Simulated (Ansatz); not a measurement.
Take WC (space group P-6m2, No. 187; relaxed with 0.1 eV smearing) as the base.

```
WC
1.0
    2.88431     0.00000     0.00000
   -1.44215     2.49788     0.00000
    0.00000     0.00000     2.81153
W C
1 1
Cartesian
  0.00000   0.00000   0.00000
  0.00000   1.66525   1.40577
```

Cartesian axes are those of the cell as printed.

Level of theory: plane-wave PAW DFT at the LDA level (Ansatz, a quantum-chemistry and plane-wave program, 420 eV), no SOC.

Before the change:

The pressure is 0.0 GPa and the shortest interatomic distance is 2.179 Å.

Modification: the cell is compressed by 0.50 % along z with no lateral relaxation, atoms relaxed at fixed cell.

**Question.** Predict the new pressure, energy relative to the base and shortest interatomic distance.

**Answer.** The pressure (mean of the normal stresses, compression positive) goes from zero to 2.4 GPa; the energy goes up by 0.8 meV/atom; the shortest interatomic distance shrinks by 0.0045 Å, from 2.179 Å to 2.175 Å.

The cells carry an imposed strain or load. No phonon test of stability was made. All final runs are without spin polarisation.
